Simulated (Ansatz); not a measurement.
Response to strain in BAs

The parent structure is BAs in the zinc blende structure (space group F-43m, No. 216).

```xyz
2
Lattice="0.0000 2.3919 2.3919 2.3919 0.0000 2.3919 2.3919 2.3919 0.0000" Properties=species:S:1:pos:R:3 pbc="T T T"
B      0.0000     0.0000     0.0000
As     1.1960     1.1960     1.1960
```

Strains are applied to the cell and any free atomic positions relax.

All numbers come from r2SCAN (Ansatz, an electronic-structure program; PAW; 500 eV plane waves; spin-orbit coupling left out).

Candidates:
(a) isotropic strain +3.00 %
(b) isotropic strain +2.00 %
(c) isotropic strain +1.00 %

For the base:

```
Property               Value
-------------------  -------
Smallest direct gap  3.44 eV
```

Q: Order them by smallest direct gap, lowest first.

A: (a) isotropic strain +3.00 % (3.34 eV), (b) isotropic strain +2.00 % (3.37 eV), (c) isotropic strain +1.00 % (3.40 eV)

Stability against distortions was not tested.
